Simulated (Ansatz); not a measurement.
Base system: PdP₂ (space group C2/c, No. 15; a cell from a computed database, its experimental status unchecked).

```
CELL_PARAMETERS angstrom
      3.38895    -2.92290     0.00000
      3.38895     2.92290     0.00000
     -3.10391     0.00000     4.96500
ATOMIC_POSITIONS crystal
  P  0.06739 0.31222 0.33498
  P  0.93261 0.68778 0.66502
  P  0.68778 0.93261 0.16502
  P  0.31222 0.06739 0.83498
  Pd 0.50000 0.00000 0.50000
  Pd 0.00000 0.50000 0.00000
```

Cartesian axes are those of the cell as printed.

The change: biaxial strain −3.80 %, plane normal [001], relaxed out of plane (Cartesian); in-plane vectors clamped, the third vector and the atoms free.

Levels (all Ansatz, an electronic-structure program, PAW): PBEsol (420 eV, no spin-orbit coupling); r2SCAN (500 eV, no spin-orbit coupling); HSE06 (420 eV, spin-orbit coupling left out).

At the geometry relaxed with PBEsol, these levels gave the following band gaps, in shuffled order: (a) 0.67 eV, (b) 0.44 eV, (c) 0.17 eV.

Task: Match each gap to its level.

Result: (a) HSE06; (b) r2SCAN; (c) PBEsol.

Single points use the geometry relaxed with PBEsol. HSE06 was sampled on its mesh, a few special points and the semilocal edge points, so its gap is an upper bound. Stability against distortions was not tested. The zero or small gap of PdP2 can change with the level of theory.
